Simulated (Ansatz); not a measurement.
```
SrTaNO2
1.0
    3.96667     0.00000     0.00000
    0.00000     5.74173     0.00000
    0.00000     0.00000     5.74043
Sr Ta N O
2 2 2 4
Direct
  0.50000   0.75955   0.51951
  0.50000   0.24045   0.01951
  0.00000   0.73655   0.01551
  0.00000   0.26345   0.51551
  0.00000   0.48418   0.76301
  0.00000   0.51582   0.26301
  0.50000   0.77313   0.98758
  0.50000   0.22687   0.48758
  0.00000   0.97583   0.71444
  0.00000   0.02417   0.21444
```

Relaxed-ion tensors in this frame from PBEsol in Ansatz (a program for electronic structure). Proper piezoelectric stress tensor e (C/m²):

```
0.00  0.00  0.00  0.00  1.79  0.00
0.00  0.00  0.00  3.77  0.00  0.00
0.78  1.02  4.99  0.00  0.00  0.00
```

Stiffness C (GPa):

```
 360   130   116   0.0   0.0   0.0
 130   292  79.3   0.0   0.0   0.0
 116  79.3   259   0.0   0.0   0.0
 0.0   0.0   0.0  76.4   0.0   0.0
 0.0   0.0   0.0   0.0  98.7   0.0
 0.0   0.0   0.0   0.0   0.0   107
```

The cell is a database entry relaxed within its symmetry; it need not be the phase found at ambient conditions. Spin-orbit coupling is not included.

Q: Obtain the piezoelectric strain tensor d.

A: d = e S with S = C⁻¹, in pC/N:

```
 0.0   0.0   0.0   0.0  18.1   0.0
 0.0   0.0   0.0  49.3   0.0   0.0
-4.6  -0.3  21.4   0.0   0.0   0.0
```
At this level the polar cell without biaxial strain is unstable to a cell-doubling distortion (lowest mode away from Γ 76i cm⁻¹ on a 2×2×2 mesh), so it is not the ground state.

The PAW data sets were generated under PBE and serve the other functionals too.
